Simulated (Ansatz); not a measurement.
**PtAl2: energy against volume**

PtAl2 (fluorite, Fm-3m, 17.081 Å³/atom and stress up to 0.01 GPa in the relaxed cell, cube axes along x, y and z) under hydrostatic pressure, with the cell free. PBEsol in Ansatz, a plane-wave DFT program (PAW, default set), 420 eV, 14×14×14 Γ-centred mesh, Fermi-Dirac smearing 0.05 eV; ions are relaxed, or left where forces stay under 0.02 eV/Å, within the symmetry of each cell.

Here V stands for volume and E for E less E0.

| volume (Å³/atom) | E less E0 (meV/atom) | pressure (GPa) |
|---|---|---|
| 17.3382 | 1.65 | -2.00 |
| 17.2074 | 0.41 | -1.00 |
| 17.0808 | 0.00 | 0.01 |
| 16.9734 | 0.29 | 0.90 |
| 16.8342 | 1.57 | 2.09 |
| 16.5719 | 6.91 | 4.50 |
| 16.1330 | 25.19 | 8.99 |
| 15.6287 | ? | ? |

**Question.** Using the third-order Birch-Murnaghan form, a cubic in V^(-2/3), estimate the missing E at V = 15.6287 from the other rows, showing the fit.

**Answer.** With u = V^(-2/3) - 0.1520, the rows have u = -0.0027215, -0.0019660, -0.0012255, -0.0005902, 0.0002434, 0.0018456, 0.0046234. Least squares gives E = 1.091 + 1791.1·u + 736014·u² + 860481·u³. Residuals (row less fit): -0.001, 0.002, 0.000, 0.000, -0.001, 0.001, 0.000; standard error 0.001 (degrees of freedom: 3). Its minimum lies at u = -0.0012194, so V0 = (0.1507806)^(-3/2) = 17.08. There d²E/du² = 1466000 and d³E/du³ = 5163000, so B0 = (4/9) × 17.08^(-7/3) × 1466000 × 0.160218 = 139 GPa (the last factor turns the table's units into GPa), and B0' = 4 + (2/3) × 0.1507806 × (5163000)/1466000 = 4.4. B0' rests on the cubic coefficient alone and has a standard error of 0.1 from these residuals. At the withheld row, u = 0.0079747, so E = 1.091 + 1791.1 × 0.0079747 + 736014 × 0.0079747² + 860481 × 0.0079747³ = 62.618 meV/atom. The calculation gives 62.62 meV/atom, which the fit meets to the printed digits. The row lies outside the fitted rows, so this is an extrapolation. The scatter of the fitted rows lies at the last printed digit.

In a metal these values are sensitive to mesh and smearing; energies are taken to zero smearing, stresses follow the free energy. The runs aren't spin-polarised. Spin-orbit coupling is left out, which can shift these values for the heavy elements here. Other structures, which can take over under pressure, weren't tried. The same form fitted to the pressure column gives B0' = 4.4; series where the two differ by over 0.4 aren't shown. Rows are the converged runs of the series near zero and its far end, less any whose ions stayed unrelaxed beside relaxed ones; series whose fitted rows scatter by over a few per cent of the range, as at a crossing or softening among them, aren't shown in this form.
